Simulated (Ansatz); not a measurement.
We consider C (model structure, P6₂22, No. 180, 3 atoms in the cell), described by G0W0@PBEsol in Ansatz (hard PAW, contour deformation).

The cell is the one relaxed with PBEsol. Conventional cell: a = 2.5927 Å, b = 2.5927 Å, c = 2.7834 Å, α = 90.00°, β = 90.00°, γ = 120.00°.

One run with a 6×6×4 mesh, response cutoff 150 eV and 124 empty bands, not extrapolated in mesh or basis; no spin–orbit coupling.

Some levels at Γ in eV, each set counted from its highest filled level:

```csv
row,degeneracy,PBEsol,quasiparticle
1,1,-20.81,___
2,2,-6.18,___
3,1,-4.78,-4.88
4,2,0.00,0.00
5,2 or more,8.81,___
```

Q: Fill in the missing entries.

A: 
- 1, quasiparticle: -21.43
- 2, quasiparticle: -6.43
- 5, quasiparticle: 10.04

Levels within 5 meV count as one row.

Note: the relaxation could raise the start's symmetry but not lower it, so the cell can be a saddle point.

A model structure was made by putting elements into a prototype or built by hand; it is no filed structure, need not be a known phase, and can be a saddle point held by its symmetry.

Ansatz is an electronic-structure program.
